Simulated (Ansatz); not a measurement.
# SnTe: O on a Te site

The reference is an 8-atom supercell of SnTe in the rock salt structure (space group Fm-3m, No. 225; a = 6.289 Å) at its relaxed geometry.

It is then changed as follows: a neutral O on a Te site, atoms relaxed at fixed cell, starting from a slightly rattled geometry.

Calculations: DFT with PBEsol, PAW potentials and a 420 eV plane-wave cutoff in Ansatz (an electronic-structure program), without spin-orbit coupling, earlier PAW set. Settings: 6×6×6 k-points, 0.01 eV Fermi–Dirac smearing.

```tsv
quantity	base	changed	shift
largest displacement of a host atom from its site in the perfect cell	–	1.12 Å	–
shift of the substituted atom off its lattice site	–	1.27 Å	–
```

The magnetic state is the one reached from the starting moments; the real material's order can differ, and small cells can't hold many antiferromagnetic ones. In so small a cell the defect repeats every few ångströms: this is an ordered compound, not a dilute defect. Seeded moments were not kept for O on a Te site. The defect cell is spin-polarised and ends with 0.0 μB.
